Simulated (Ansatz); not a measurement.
**Defect calculation: N interstitial started as a split pair with N in beta Si3N4**

Level of theory: PBE, PAW (plane waves to 420 eV; Ansatz, an electronic-structure program). Cell: 84 sites, 1×1×3; final energies on a 2×2×2 shifted mesh. Site at the start: split with N(2,3-fold). Energies of charged states are corrected for periodic images (point charge plus alignment at distant sites). Dielectric constants: PBE linear response of the host. Host gap at this level: 4.25 eV. Finite-size and sampling errors can reach tenths of an eV here. PBE underestimates the host's gap, which shifts levels and can delocalise carriers. Spin–orbit coupling is left out. Each state is the lowest found from its start.

Formation energies E_f are given with the Fermi level at the valence-band maximum. Chemical conditions: N-rich (Δμ(N) = 0.00 eV; only phases computed here count, gases as isolated molecules at 0 K); Si-rich (Δμ(N) = -1.86 eV; only phases computed here count, gases as isolated molecules at 0 K). Reference phases: N: N2 molecule in a box.

The name describes the start; the neighbours show where the added atom ended.

```csv
charge,moment (μB),largest move off a lattice site (Å),neighbours of the added atom at the end (Å),image correction with alignment (eV),"E_f, N-rich (eV)","E_f, Si-rich (eV)"
+1,not spin-polarised,0.52,"N 1.25, Si 1.70, Si 1.80",0.31,4.79,6.65
0,1.0,0.38,"N 1.35, Si 1.67, Si 1.79, N 2.40, N 2.52, Si 2.60, Si 2.61",0.00,5.41,7.26
−1,not spin-polarised,0.27,"N 1.60, Si 1.72, Si 1.85, Si 1.92, N 2.58",0.09,6.30,8.16
```

Not the lowest form: the same atoms on another site or from another start ended lower, by 0.30 eV at charge +1; by 0.38 eV at charge 0. The levels below are those of this configuration alone.

Transition levels above the valence-band maximum: ε(+1/0) = 0.61 eV; ε(0/−1) = 0.90 eV.

Flagged in the runs: a host whose relaxation on this sampling wasn't shown to rest.
